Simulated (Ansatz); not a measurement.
**Ir, pressure series**

Base system: Ir in the fcc (Cu type) structure (space group Fm-3m, No. 225; a = 3.8705 Å).

Cell and atoms are relaxed at each pressure.

Calculations: PBE/PAW in Ansatz (a first-principles code), no spin-orbit coupling, earlier PAW set.

Notes on the quantities. enthalpy: H = E + PV relative to the base's energy.

```tsv
variant	shortest interatomic distance	enthalpy
base	2.737 Å	–
pressure −2 GPa	2.742 Å	-0.18 eV/atom
pressure −1 GPa	2.740 Å	-0.09 eV/atom
pressure 1.8 GPa	2.732 Å	+0.16 eV/atom
pressure 4.2 GPa	(withheld)	+0.38 eV/atom
pressure 9 GPa	(withheld)	+0.80 eV/atom
pressure 18 GPa	2.695 Å	+1.59 eV/atom
pressure 30 GPa	2.672 Å	+2.61 eV/atom
pressure 45 GPa	2.647 Å	+3.86 eV/atom
pressure 60 GPa	(withheld)	+5.07 eV/atom
```

Q: What belongs in the blanks?

A: 
- pressure 4.2 GPa, shortest interatomic distance: 2.726 Å
- pressure 9 GPa, shortest interatomic distance: 2.715 Å
- pressure 60 GPa, shortest interatomic distance: 2.625 Å

Load acts through the strain it causes; cell and atoms are relaxed under it. No phonon test of stability was made. Competing high-pressure phases were not computed. The final runs are not spin-polarised.
